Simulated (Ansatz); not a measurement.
## WGe (model structure, started from the NiAs type, P6₃/mmc, No. 194, 4 atoms in the cell): properties by level of theory

| level (code) | equilibrium lattice constant a (Å) | c axis length (Å) | formation enthalpy (eV/atom) |
|---|---|---|---|
| PBE (Ansatz) | 3.190 | 7.301 | 0.244 |
| PBEsol (Ansatz) | 3.138 | 7.290 | 0.172 |
| PBE-D3(BJ) (Ansatz) | 3.124 | 7.374 | 0.181 |

Ansatz's density-functional and Hartree–Fock values are scalar-relativistic unless marked +SOC, with PAW data made under PBE.

The computed numbers hold no vibrational or temperature effects.

A model structure was made by putting elements into a prototype or built by hand; it is no filed structure, need not be a known phase, and can be a saddle point held by its symmetry.

Ansatz is a program for electronic structure.
